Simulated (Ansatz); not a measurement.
The reference is LiCl in the rock salt structure (space group Fm-3m, No. 225).

LiCl is modelled in the cubic space group Fm-3m (No. 225), the rock salt structure, Pearson symbol cF8. Lattice parameters: a = b = c = 5.0642 Å, α = β = γ = 90.00°. Li on 4a is coordinated by 6 Cl at 2.532 Å (octahedral). Cl on 4b sees 6 Li at 2.532 Å (octahedral). (Neighbours: up to the widest gap in distance over summed covalent radii, below 1.35, at either atom; cation-cation and far metal-metal contacts left out.)
(The calculation used a cell of 2 atoms; values per cell refer to that cell.)

Method: PBEsol in Ansatz (plane waves to 420 eV, PAW, spin-orbit coupling left out).

Before the change:

| Property | Value |
|---|---|
| Valley order | Γ 6.35 eV; L along ⟨111⟩ 6.58 eV; X along ⟨100⟩ 7.78 eV |
| Width of the top valence band | 1.20 eV |
| Pressure | 0.00 GPa |

Now apply this change: every lattice vector is shortened by 1.00 %, atoms relaxed at fixed cell.

**Question.** How does this affect the valley order, width of the top valence band, pressure and energy relative to the base?

**Answer.** The valley order (the lowest conduction-band minima on the path, energy above the VBM, named in the base's zone) goes from Γ 6.35 eV; L along ⟨111⟩ 6.58 eV; X along ⟨100⟩ 7.78 eV to Γ 6.53 eV; L along ⟨111⟩ 6.60 eV; X along ⟨100⟩ 7.84 eV; the width of the top valence band rises by 0.06 eV, from 1.20 eV to 1.26 eV; the pressure goes from zero to 1.13 GPa; the energy goes up by 1.7 meV/atom.

The cells carry an imposed strain or load. Whether these cells are dynamically stable was not tested.

Ansatz is a quantum-chemistry and plane-wave program.
